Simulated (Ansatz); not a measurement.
We consider SnS (Cmcm, No. 63, 4 atoms in the cell; start mp-559676; a measured phase of this formula has another space group), described by LDA in Ansatz (PAW).

Settings: plane-wave cutoff 520 eV, 10×10×8 k mesh (along the axes of the cell as run), Fermi–Dirac smearing 0.01 eV, scalar-relativistic PAW data made under PBE.

Cell (relaxed at this level):

```
SnS
1.0
    2.00197    -5.58777     0.00000
    2.00197     5.58777     0.00000
    0.00000     0.00000     3.99904
Sn S
2 2
Direct
  0.87760   0.12240   0.75000
  0.12240   0.87760   0.25000
  0.64724   0.35276   0.75000
  0.35276   0.64724   0.25000
```

### Question
What does this level give for the bulk modulus B0?

### Answer

* **bulk modulus B0**: 47.8 GPa

The run finds no gap.

Note: the bulk modulus is −V dP/dV from two relaxed cells at ±2 % in volume; the relaxation could not lower the start's symmetry, so the cell can be a saddle point above a distorted one.

Spin–orbit coupling is not included; it can open a gap where bands touch, and shift volumes and moduli.

The computed numbers hold no vibrational or temperature effects.

The result took very roughly 3 core-minutes.

A start named mp-… is a Materials Project structure, which need not be a measured phase.

Ansatz is a first-principles code.
